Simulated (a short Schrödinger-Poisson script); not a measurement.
# Symmetric double-gate stack, SiO2 on p-type Si(100)

Structure: symmetric double-gate stack, SiO2 on p-type Si(100), at 300 K.

```
layer  material  thickness (nm)  Na (cm⁻³)
-----  --------  --------------  ---------
1          SiO2             1.3          -
2            Si               2       2e15
3          SiO2             1.3          -
```

Constants are typed, rounded textbook-type inputs, not results; the design itself was drawn at random and stands for no fabricated device. SiO2: permittivity 3.9, conduction-band edge (eV) 3.15, gap (eV) 9, electron mass (mₑ) 0.5. Si: permittivity 11.7, conduction-band edge (eV) 0, gap (eV) 1.124, Nv at 300 K (cm⁻³) 3.1e19.

Channel valleys (confinement mass, in-plane density-of-states mass, number): Δ2 0.916, 0.19, 2; Δ4 0.19, 0.417, 4. At the gates, both at one voltage, the conduction-band edge of layer 1 lies 3.76 eV − eVg above the Fermi level of the channel. Gaps are held at their typed values at every temperature. Mesh 0.03 nm at interfaces.

Solved with a short Schrödinger-Poisson script written for these runs: 1D Poisson equation in equilibrium, electrons quantum, Hartree (BenDaniel-Duke, 12 states a valley, the channel's in-plane mass for all, wave functions free to enter the dielectric), parabolic valleys, classical holes, full ionisation, no traps, pinning or gate leakage.

```
Vg (V)  electrons (cm⁻²)  C (μF/cm²)  Δ2 E0 (meV)  Δ2 E1 (meV)  Δ4 E0 (meV)  Δ4 E1 (meV)
------  ----------------  ----------  -----------  -----------  -----------  -----------
0.35              6.09e6     < 0.003        347.1        606.8        513.7       1310.5
0.4               4.21e7     < 0.003        297.1        556.8        463.7       1260.5
0.45              2.91e8     < 0.003        247.1        506.8        413.7       1210.6
0.5               2.01e9      0.0127        197.2        456.9        363.8       1160.6
0.55             1.37e10      0.0846        147.6        407.3        314.2       1111.0
0.6              8.52e10       0.477        100.1        359.6        266.6       1063.3
0.65             3.83e11        1.54         60.3        319.6        226.7       1022.9
0.7              1.03e12        2.56         32.6        291.2        198.7        993.9
0.75             1.93e12        3.14         13.5        271.1        179.2        973.0
0.8              2.96e12        3.45         -1.1        255.4        164.1        956.4
0.85             4.07e12        3.62        -13.1        242.2        151.6        942.1
0.9              5.21e12        3.73        -23.6        230.4        140.5        929.2
0.95             6.39e12        3.81        -33.2        219.5        130.3        917.3
1                7.59e12        3.86        -42.1        209.4        120.9        906.0
1.05             8.80e12        3.91        -50.5        199.7        111.9        895.2
1.1              1.00e13        3.95        -58.5        190.4        103.3        884.8
1.15             1.13e13        3.98        -66.2        181.4         95.1        874.7
1.2              1.25e13        4.01        -73.5        172.8         87.3        865.0
1.25             1.38e13        4.05        -80.5        164.6         79.7        855.6
1.3              1.50e13        4.09        -87.1        156.6         72.5        846.5
```

Gate voltages with under 1e6 electrons/cm² are left out.

Subbands count from the Fermi level. The capacitance is that of both gates.
